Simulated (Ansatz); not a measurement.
**A computed series for Zr: response to strain**

Base system: Zr in the hcp (Mg type) structure (space group P6_3/mmc, No. 194; a = 3.230 Å, c = 5.179 Å; relaxed with 0.1 eV smearing). Axes: x lies along a and z along c of the hexagonal cell.

Strains are applied to the cell and any free atomic positions relax; under biaxial strain the out-of-plane vector relaxes too.

Method: PBE (Ansatz, a first-principles code; PAW; 420 eV plane waves; no SOC).

| biaxial strain, plane normal [001], relaxed out of plane (%) | out-of-plane strain (%) |
|---|---|
| -3 | 2.79 |
| -2.5 | 2.26 |
| -2 | ? |
| -1.5 | 1.29 |
| -1 | 0.84 |
| -0.5 | 0.41 |
| 0 | 0.00 |

Problem. Fit ε⊥ = −νε + γε² (strains in %) to the rows shown and predict the withheld row.

Solution. Least squares on the printed values gives ν = 0.79 (the biaxial Poisson response) and γ = 0.046 (largest residual 0.01 %); this predicts 1.77 %, and the run gives 1.76 %, in agreement.

Whether these cells are dynamically stable was not tested. The final runs are not spin-polarised.
